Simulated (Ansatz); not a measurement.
Structures of equal composition on the (111)A surface of 3C silicon carbide (Si plane on top): (√3x√3)R30° Al adatom at H3; (√3x√3)R30° Al adatom at T4. The slabs share one bottom face, and each structure is named by its start. These are constructed structures in small cells; real faces may alloy, dewet or reconstruct in larger ones, and not all known structures of the face are among them. Slabs of about 10 Å with all that they carry, Fermi-Dirac smearing of 0.025 eV. Bottom of the slabs: H caps. Relaxed from the named starts with such symmetry as they have, on meshes of like density; energies extrapolated to zero smearing; no spin-orbit coupling, no U. Spin-polarised runs, if any, are marked in brackets, and their order is one that fits the cell; the others ran without spin. Where a second, spin-polarised start was run, the lower counts.

Host crystal: 3C silicon carbide, with a band gap (PBE, scalar-relativistic without spin-orbit coupling).

These are HSE06, at the PBE geometry (plane waves to 420 eV, PAW; Ansatz, a quantum-chemistry and plane-wave program) values and carry that method's errors.

Task: Rank these by energy per 1x1 cell (lowest first), as HSE06, at the PBE geometry gives it.

Result: (√3x√3)R30° Al adatom at T4 (0.000 eV), (√3x√3)R30° Al adatom at H3 (0.269 eV)
